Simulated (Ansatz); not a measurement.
The parent structure is CdSe in the wurtzite structure (space group P6_3mc, No. 186; a = 4.302 Å, c = 7.021 Å). Axes: x lies along a and z along c of the hexagonal cell.

Calculations: PBEsol in Ansatz (plane waves to 420 eV, PAW, no SOC).

Modification: an isotropic linear strain of −1.80 %, atoms relaxed at fixed cell.

Problem. Predict the stress tensor and what it implies for the stiffness.

Solution. Stress of the strained cell less that of the base (GPa, compression positive):
```
   3.19    0.00    0.00
   0.00    3.19    0.00
   0.00    0.00    3.25
```

Then B = −ΔP/(ΔV/V₀) with ΔV/V₀ = -0.0530 gives secant stiffness values (nonlinear terms included at this strain): B (at held cell shape, above the free-shape value) ≈ 61 GPa.

As a check, the harmonic strain energy −½ V₀ Δσ:ε is 15 meV/atom; the computed energy rise is 14 meV/atom.

Whether these cells are dynamically stable was not tested.

Ansatz is a first-principles code.
